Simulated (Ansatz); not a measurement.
The parent structure is Pt in the fcc (Cu type) structure (space group Fm-3m, No. 225; a = 3.920 Å; relaxed with 0.1 eV smearing). Axes: x, y, z lie along the cube axes.

Calculations: Ansatz (a program for electronic structure), PBEsol, PAW, cutoff 420 eV, no SOC.

It is then changed as follows: the cell is scaled by 0.9900 in all directions, atoms relaxed at fixed cell.

Predict the stress tensor and what it implies for the stiffness.

Stress of the strained cell less that of the base (GPa, compression positive):
```
    9.3     0.0     0.0
    0.0     9.3     0.0
    0.0     0.0     9.3
```

Then B = −ΔP/(ΔV/V₀) with ΔV/V₀ = -0.0297 gives secant stiffness values (nonlinear terms included at this strain): B ≈ 314 GPa.

As a check, the harmonic strain energy −½ V₀ Δσ:ε is 13 meV/atom; the computed energy rise is 13 meV/atom.

No phonon test of stability was made. All final runs are without spin polarisation.
